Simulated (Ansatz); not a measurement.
**Worked example: self-consistent single point of Hf₂Ge (I4/mcm, 6 atoms in the cell) in Ansatz (an electronic-structure program)**

Method: LDA (PW92), default PAW files made with PBE (plane waves; Ansatz).

Input:

Ansatz 0.2 input:
```yaml
# Hf2Ge
crystal:
  lattice:
    - [-3.280404, 3.280404, 2.638536]
    - [3.280404, -3.280404, 2.638536]
    - [3.280404, 3.280404, -2.638536]
  atoms:
    - { symbol: Hf, position: [0.344240, 0.155760, 0.500000] }
    - { symbol: Hf, position: [0.655760, 0.844240, 0.500000] }
    - { symbol: Hf, position: [0.155760, 0.655760, 0.811520] }
    - { symbol: Hf, position: [0.844240, 0.344240, 0.188480] }
    - { symbol: Ge, position: [0.250000, 0.250000, 0.000000] }
    - { symbol: Ge, position: [0.750000, 0.750000, 0.000000] }
basis:
  ecutwfc: 420.0
kpoints:
  mp_grid: { grid: [7, 7, 7] }
hamiltonian:
  xc: lda
  pseudopotentials: { kind: paw }
scf:
  occupations: { method: fermi_dirac, width: 0.1 }
output:
  forces: true
  eigenvalues: true
  stress: true
```

The program printed (abridged):

```
WARN ansatz: RAYON_NUM_THREADS=1 ignored (pool sized by the plan → 1); use --threads N
Pseudopotentials: kind: paw
Pseudopotential: Hf, paw, valence charge 26
Pseudopotential: Ge, paw, valence charge 14
Crystal: 6 atoms, lattice volume = 113.574 Å³
Basis set: ecut = 420 eV, 2193 PW (Γ)
Bands: 80, of which v1, the nominal top of the filled ones, is band 66 counted from 1 (65 counted from 0)
Symmetry: 16 space group operations
Space group: I4/mcm (ITA 140), of the structure as read, at distance tolerance 4.8e-5 Å
k-points: 40 of 343
PAW frozen core: Hf, regenerated for the run's functional, and the local potential with it
PAW frozen core: Ge, regenerated for the run's functional, and the local potential with it
Initial density: superposition of atomic densities (neutral atoms: chi_scale 0, normalization atom), corrected by the library's trained network
Initial wavefunctions: pseudopotential atomic-orbital guess
Eigensolver: davidson
Functional: x = slater, c = lda
SCF iter   1: F=—  HF=-70343.196738 eV  |F-HF|=—  |Δ(HF+E_count)|=         —  Δρ=6.75e-3  dr2=4.35e-2  ethr=1.77e-3  ⟨swp⟩=5.0  Hψ=9305  notcnv=0  defer=44
all-band conjugate gradients solve this SCF's bands
preconditioner: auto → Kerker (q_TF=auto, 2.798 Å⁻¹)
SCF iter   2: F=—  HF=-70343.189966 eV  |F-HF|=—  |Δ(HF+E_count)|=   6.77e-3  Δρ=4.07e-3  dr2=2.10e-2  ethr=3.29e-5  ⟨swp⟩=2.4  Hψ=4697  notcnv=0  defer=73
SCF iter   3: F=—  HF=-70343.186264 eV  |F-HF|=—  |Δ(HF+E_count)|=   3.70e-3  Δρ=1.09e-3  dr2=1.66e-3  ethr=1.59e-5  ⟨swp⟩=2.5  Hψ=4973  notcnv=0  defer=73
SCF iter   4: F=—  HF=-70343.184558 eV  |F-HF|=—  |Δ(HF+E_count)|=   1.71e-3  Δρ=4.97e-4  dr2=2.25e-4  ethr=1.26e-6  ⟨swp⟩=2.0  Hψ=5713  notcnv=0  defer=73
SCF iter   5: F=—  HF=-70343.184455 eV  |F-HF|=—  |Δ(HF+E_count)|=   1.03e-4  Δρ=1.83e-4  dr2=4.06e-5  ethr=1.70e-7  ⟨swp⟩=2.0  Hψ=5140  notcnv=0  defer=73
SCF iter   6: F=—  HF=-70343.184425 eV  |F-HF|=—  |Δ(HF+E_count)|=   3.04e-5  Δρ=6.90e-5  dr2=6.24e-6  ethr=3.07e-8  ⟨swp⟩=2.0  Hψ=5520  notcnv=0  defer=73
SCF iter   7: F=—  HF=-70343.184424 eV  |F-HF|=—  |Δ(HF+E_count)|=   7.92e-7  Δρ=2.16e-5  dr2=4.63e-7  ethr=4.73e-9  ⟨swp⟩=2.0  Hψ=5715  notcnv=0  defer=73
SCF iter   8: F=-70343.184424 eV  HF=-70343.184424 eV  |F-HF|=1.94e-8  |Δ(HF+E_count)|=   1.26e-7  Δρ=4.86e-6  dr2=3.51e-8  ethr=7.58e-11  ⟨swp⟩=9.5  Hψ=13568  notcnv=0
SCF 1 converged in 8 iterations: F = -70343.184424 eV  dr2 = 3.51e-8
SCF converged after 8 iterations
Free energy (F): -70343.184424 eV
Harris-Foulkes:  -70343.184424 eV  (|F-HF|=1.94e-8)
Internal energy: -70343.093659 eV  (E = F + TS)
E sigma→0 (E₀):  -70343.139041 eV
Entropy (-TS):   -0.090765 eV (-15.128 meV/atom)
Fermi energy:    18.826135 eV
--- Per-component energies (eV) ---
  E_band       = 65.512843
  E_kinetic    = 1925.764162
  E_local      = -23839.084965  (includes V_loc(G=0)·N_el)
  E_nonlocal   = -4087.497466
  E_hartree    = 11120.738240
  E_xc         = -1344.190703
  E_vxc        = -1201.427411  (∫ρ·V_xc dr)
  E_paw        = -30624.779254  (= ΣΔE_a)
  E_vpaw       = 5026.264086  (= ΣTr[D̂ρ^β])
  E_aug_tail   = 0.000492  (compensation charges beyond the density's cutoff)
  E_ewald      = -23507.689788
  E_core_change = 13.645623  (= ΣΔE_core)
  E_smearing   = -0.090765  (= −TS)
  E_closure    = -0.000000  (closes the sum)
  Σ components = -70343.184424   (vs F -70343.184424, Δ=0.00e0)
--- Forces (eV/Å), atoms counted from 1 ---
  atom   1  Hf     0.00008979    -0.00008979     0.00000000
  atom   2  Hf    -0.00008979     0.00008979     0.00000000
  atom   3  Hf     0.00008979     0.00008979    -0.00000000
  atom   4  Hf    -0.00008979    -0.00008979     0.00000000
  atom   5  Ge     0.00000000    -0.00000000     0.00000000
  atom   6  Ge    -0.00000000     0.00000000     0.00000000
  max |Σ_I F_I| component: 2.08e-17 eV/Å
--- Stress (GPa, compression-positive) ---
       -5.248291      -0.000000       0.000000
       -0.000000      -5.248291       0.000000
        0.000000       0.000000      -4.866194
  P = ⅓ Tr σ = -5.1209 GPa (-51.209 kbar)
  The stress holds the Pulay correction. Without it, at fixed plane waves, as pw.x and ABINIT print it: P = -5.1534 GPa
--- Band table (eV; the first three rows and the last of 40) ---
  k-point 0: bands = ["-42.6938", "-42.6633", "-42.6259", "-42.6259", "-11.5939", "-11.5719", "-11.4995", "-11.4995", "-11.4324", "-11.4324", "-11.3893", "-11.3574", "-11.3342", "-11.0573", "-10.9838", "-10.9838", "-5.3762", "-5.2672", "-5.2672", [...]
  k-point 1: bands = ["-42.6917", "-42.6628", "-42.6284", "-42.6259", "-11.5901", "-11.5836", "-11.4984", "-11.4709", "-11.4695", "-11.4332", "-11.3829", "-11.3647", "-11.2907", "-11.0632", "-11.0079", "-10.9843", "-5.3762", "-5.2679", "-5.2649", [...]
  k-point 2: bands = ["-42.6870", "-42.6608", "-42.6352", "-42.6259", "-11.6008", "-11.5579", "-11.5180", "-11.4899", "-11.4394", "-11.4351", "-11.3997", "-11.3557", "-11.2225", "-11.0814", "-11.0620", "-10.9855", "-5.3760", "-5.2695", "-5.2593", [...]
  k-point 39: bands = ["-42.6657", "-42.6546", "-42.6445", "-42.6442", "-11.6487", "-11.6013", "-11.5664", "-11.4530", "-11.4268", "-11.3665", "-11.3299", "-11.3010", "-11.1457", "-11.1337", "-11.0990", "-11.0951", "-5.3756", "-5.2584", "-5.2583", [...]
```

The run converged in 8 iterations.

The starting cell comes from a database of computed structures (which also holds hypothetical and non-ambient phases and stackings), without a prior relaxation at this level. Its lattice was rescaled by up to half a per cent. Spin-orbit coupling is off. With a pressure of about -5 GPa the cell is away from its equilibrium volume at this level. Ansatz's pressure includes its estimate of the finite-basis (Pulay) stress.
